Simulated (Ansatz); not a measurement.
## Pressure series in GaCuSe2

Start from GaCuSe₂ in the chalcopyrite structure (space group I-42d, No. 122).

```yaml
crystal:
  lattice:
    - [-2.83594, 2.83594, 5.63126]
    - [2.83594, -2.83594, 5.63126]
    - [2.83594, 2.83594, -5.63126]
  atoms:
    - { symbol: Cu, position: [0.75000, 0.25000, 0.50000] }
    - { symbol: Cu, position: [0.00000, 0.00000, 0.00000] }
    - { symbol: Ga, position: [0.25000, 0.75000, 0.50000] }
    - { symbol: Ga, position: [0.50000, 0.50000, 0.00000] }
    - { symbol: Se, position: [0.11880, 0.12500, 0.49380] }
    - { symbol: Se, position: [0.63120, 0.62500, 0.50620] }
    - { symbol: Se, position: [0.37500, 0.88120, 0.00620] }
    - { symbol: Se, position: [0.87500, 0.36880, 0.99380] }
```

Cell and atoms are relaxed at each pressure.

Computed with PBE/PAW in Ansatz (a first-principles code), without spin-orbit coupling.

Two rows of this table had their results exchanged by mistake.

```
pressure          volume per atom (Å³)  shortest distance (Å)  band gap
----------------  --------------------  ---------------------  --------
pressure 1.8 GPa                 22.02                  2.406   0.10 eV
pressure 4.2 GPa                 12.96                  2.284      zero
pressure 9 GPa                   20.21                  2.334   0.48 eV
pressure 18 GPa                  18.74                  2.274   0.85 eV
pressure 30 GPa                  17.39                  2.216   1.24 eV
pressure 45 GPa                  13.69                  2.322      zero
pressure 60 GPa                  21.32                  2.378   0.24 eV
```

Which two?

The rows for pressure 4.2 GPa and pressure 60 GPa: the volume has to fall steadily with pressure, so 21.32 Å³ belongs to pressure 4.2 GPa and 12.96 Å³ to pressure 60 GPa.

The mesh was chosen for an insulator and is coarse for the gapless case. From pressure 45 GPa on, the axis ratios lie over 15 % from the base's, so the cell there is far from its starting form. Load acts through the strain it causes; cell and atoms are relaxed under it. Whether these cells are dynamically stable was not tested. No other phases were tried under pressure. All final runs are without spin polarisation. A zero or small gap of GaCuSe2 can be the functional's error rather than a property of the material.
